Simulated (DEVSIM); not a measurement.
Device: GaAs p-i-n diode, at 300 K.

Layer 1 from the left is GaAs, thickness (μm) 1.20, Na (cm⁻³) 2.5e17, τn (s) 1.9e-8, τp (s) 1.9e-8. Layer 2 from the left is GaAs, thickness (μm) 2.00, Nd (cm⁻³) 3.9e12, τn (s) 1.9e-8, τp (s) 1.9e-8. Layer 3 from the left is GaAs, thickness (μm) 0.530, Nd (cm⁻³) 1.6e17, τn (s) 1.9e-8, τp (s) 1.9e-8.

Left contact: ohmic. Right contact: ohmic. Voltage is applied to the left contact. Recombination: SRH at mid-gap, radiative. Mobility is μmin + (μ − μmin)/(1 + (N/Nref)^α).

The device is made up for the run: typed textbook-type constants, with dimensions and the other settings drawn at random. Values at 300 K.

GaAs: gap (eV) 1.424, affinity (eV) 4.07, permittivity 12.9, Nc (cm⁻³) 4.7e17, Nv (cm⁻³) 9e18, μn (cm²/Vs) 8500, μp (cm²/Vs) 400, μn,min 500, μp,min 20, Nref,n 6e16, Nref,p 1.5e17, αn 0.39, αp 0.38, B (cm³/s) 2e-10.

Simulated with DEVSIM: 1D drift-diffusion, Boltzmann statistics, complete ionisation; no tunnelling, impact ionisation, image-force lowering or self-heating.

### Question
What does the simulation give for the potential step across the device at zero bias, the dark forward voltage at 1 A/cm², the dark forward voltage at 100 A/cm²?

### Answer
potential step across the device at zero bias 1.304 V; dark forward voltage at 1 A/cm² 1.019 V; dark forward voltage at 100 A/cm² 1.162 V.
